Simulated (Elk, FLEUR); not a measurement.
A FLEUR input for a self-consistent single point of Ru (P6_3/mmc, 2 atoms in the cell) (DFT, PBE, all-electron FLAPW (FLEUR), scalar-relativistic valence):

Input of the input generator:

```
Ru
&input film=f /
2.7557588264 -0.0000002097 0.0000000000
-1.3778792316 2.3865572552 0.0000000000
0.0000000000 0.0000000000 4.3436450000
1.8897261246
1.0 1.0 1.0

2
44 0.3333333333 0.6666666667 0.2500000000
44 0.6666666667 0.3333333333 0.7500000000

&comp jspins=1 /
&kpt div1=18 div2=18 div3=10 gamma=t /
&end /
```

```xml
<?xml version="1.0" encoding="UTF-8" standalone="no"?>
<fleurInput fleurInputVersion="0.39">
   <comment>
      Ru                                                                                                  
   </comment>
   <calculationSetup>
      <cutoffs Kmax="4.0" Gmax="20.0" GmaxXC="20.0" numbands="0"/>
      <scfLoop itmax="100" minDistance="0.00001" maxIterBroyd="99" imix="Anderson" alpha="0.05" precondParam="0.0" spinf="2.0"/>
      <coreElectrons ctail="T" frcor="F" kcrel="0" coretail_lmax="0"/>
      <xcFunctional name="pbe" relativisticCorrections="F"/>
      <magnetism jspins="1"/>
      <soc l_soc="F" theta="0.0" phi="0.0" spav="F"/>
      <expertModes spex="0" secvar="F"/>
      <geometryOptimization l_f="T" forcealpha="1.0" forcemix="BFGS" epsdisp="0.00001" epsforce="0.00001"/>
      <ldaU l_linMix="F" mixParam="0.05" spinf="1.0"/>
   </calculationSetup>
   <cell>
      <bzIntegration valenceElectrons="32.0" mode="gauss" fermiSmearingEnergy="0.00367493">
         <kPointListSelection listName="default-1"/>
         <!-- k-points included here -->
         <xi:include xmlns:xi="http://www.w3.org/2001/XInclude" href="kpts.xml"> </xi:include>
      </bzIntegration>
      <!-- symmetry operations included here -->
      <xi:include xmlns:xi="http://www.w3.org/2001/XInclude" href="sym.xml"> </xi:include>
      <bulkLattice scale="1.0">
         <bravaisMatrix>
            <row-1>    5.2076294473451163    -0.0000003962755683     0.0000000000000000</row-1>
            <row-2>   -2.6038143804982936     4.5099395930051092     0.0000000000000000</row-2>
            <row-3>    0.0000000000000000     0.0000000000000000     8.2082994324881682</row-3>
         </bravaisMatrix>
      </bulkLattice>
   </cell>
   <atomSpecies>
      <species name="Ruthenium (Ru)" element="Ru" atomicNumber="44">
         <mtSphere radius="2.36" gridPoints="781" logIncrement="0.016"/>
         <atomicCutoffs lmax="7" lnonsphr="5"/>
         <electronConfig flipSpins="F">
            <coreConfig>(1s1/2) (2s1/2) (2p1/2) (2p3/2) (3s1/2) (3p1/2) (3p3/2) (3d3/2) (3d5/2)</coreConfig>
            <valenceConfig>(4s1/2) (4p1/2) (4p3/2) (5s1/2) (4d3/2) (4d5/2)</valenceConfig>
            <stateOccupation state="(5s1/2)" spinUp="0.5" spinDown="0.5"/>
            <stateOccupation state="(4d3/2)" spinUp="1.4" spinDown="1.4"/>
            <stateOccupation state="(4d5/2)" spinUp="2.1" spinDown="2.1"/>
         </electronConfig>
         <energyParameters s="5" p="5" d="4" f="4"/>
         <lo type="SCLO" l="0" n="4" eDeriv="0"/>
         <lo type="SCLO" l="1" n="4" eDeriv="0"/>
         <lo type="SCLO" l="1" n="4" eDeriv="1"/>
         <lo type="SCLO" l="2" n="4" eDeriv="2"/>
         <lo type="SCLO" l="3" n="4" eDeriv="2"/>
      </species>
   </atomSpecies>
   <atomGroups>
      <atomGroup species="Ruthenium (Ru)">
         <relPos label="                   1">1.000/3.000 -1.000/3.000 1.000/4.000</relPos>
         <relPos label="                   2">-1.000/3.000 1.000/3.000 -1.000/4.000</relPos>
         <force calculate="T" relaxXYZ="TTT"/>
      </atomGroup>
   </atomGroups>
   <output dos="F" band="F" slice="F">
      <checks vchk="F" cdinf="F"/>
      <bandDOS minEnergy="-.5*Htr" maxEnergy="0.5*Htr" sigma="0.015" storeEVData="T"/>
      <vacuumDOS vacdos="F" integ="F" star="F" nstars="0" locx1="0.0" locy1="0.0" locx2="0.0" locy2="0.0" nstm="0" tworkf="0.0"/>
      <unfoldingBand unfoldBand="F" supercellX="1" supercellY="1" supercellZ="1"/>
      <plotting iplot="0" polar="F">
         <plot TwoD="T" vec1="  1.0  0.0  0.0" vec2="  0.0  1.0  0.0" vec3="  0.0  0.0  1.0" zero="  0.0  0.0  0.0" file="plot"/>
      </plotting>
      <chargeDensitySlicing numkpt="0" minEigenval="0.0" maxEigenval="0.0" nnne="0" pallst="F"/>
      <specialOutput eonly="F"/>
      <magneticCircularDichroism mcd="F" energyLo="-10.0" energyUp="0.0"/>
   </output>
  <!-- We include the file relax.xml here to enable relaxations (see documentation) -->
  <xi:include xmlns:xi="http://www.w3.org/2001/XInclude" href="relax.xml"> <xi:fallback/> </xi:include>
</fleurInput>
```

Problem. Give the Elk input for the same structure, mesh, smearing and functional.

Solution. This is the input that was run; spellings and numerical settings could be chosen otherwise.

```
tasks
  0

xctype
  20

tforce
  .true.

rgkmax
  7.5

gmaxvr
  18.0

lmaxapw
  10

lmaxo
  8

nxlo
  2

lorbcnd
  .true.

lradstp
  2

nrmtscf
  2.0

rmtscf
  0.92

lmaxi
  4

stype
  0

swidth
  0.00367493

avec
    5.2076294474   -0.0000003963    0.0000000000
   -2.6038143805    4.5099395931    0.0000000000
    0.0000000000    0.0000000000    8.2082994326

atoms
  1   : nspecies
  'Ru.in'   : spfname
  2   : natoms; atposl, bfcmt below
  0.3333333333  0.6666666667  0.2500000000    0.0 0.0 0.0
  0.6666666667  0.3333333333  0.7500000000    0.0 0.0 0.0

ngridk
  18 18 10
```

Basis settings and potentials, where a program has them, do not carry over. This input uses DFT, PBE, all-electron FP-LAPW, Elk's shipped species files, APW+lo basis with extra local orbitals.

The starting cell comes from a database of computed structures (which also holds hypothetical and non-ambient phases and stackings), without a prior relaxation at this level. Its lattice was rescaled by a random factor within 2.5 % of one.
